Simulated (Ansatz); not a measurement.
**Response to strain in SnTe**

Consider SnTe in the rock salt structure (space group Fm-3m, No. 225; a = 6.371 Å). Axes: x, y, z lie along the cube axes.

Strains are applied to the cell and any free atomic positions relax; under biaxial strain the out-of-plane vector relaxes too.

Computed with r2SCAN (Ansatz, a quantum-chemistry and plane-wave program; PAW; 500 eV plane waves; no spin-orbit coupling), earlier PAW set.

Candidates:
(a) isotropic strain +5.85 %
(b) biaxial strain −2.20 %, plane normal [001], relaxed out of plane
(c) isotropic strain +1.05 %
(d) uniaxial strain ε_yy = −2.98 %
(e) uniaxial strain ε_zz = +0.88 %

Notes on the quantities. energy relative to the base: free energy F.

Order them by energy relative to the base, lowest first.

(e) uniaxial strain ε_zz = +0.88 % (+0.9 meV/atom), (c) isotropic strain +1.05 % (+4.3 meV/atom), (d) uniaxial strain ε_yy = −2.98 % (+13 meV/atom), (b) biaxial strain −2.20 %, plane normal [001], relaxed out of plane (+14 meV/atom), (a) isotropic strain +5.85 % (+113 meV/atom)

No phonon test of stability was made. All final runs are without spin polarisation.
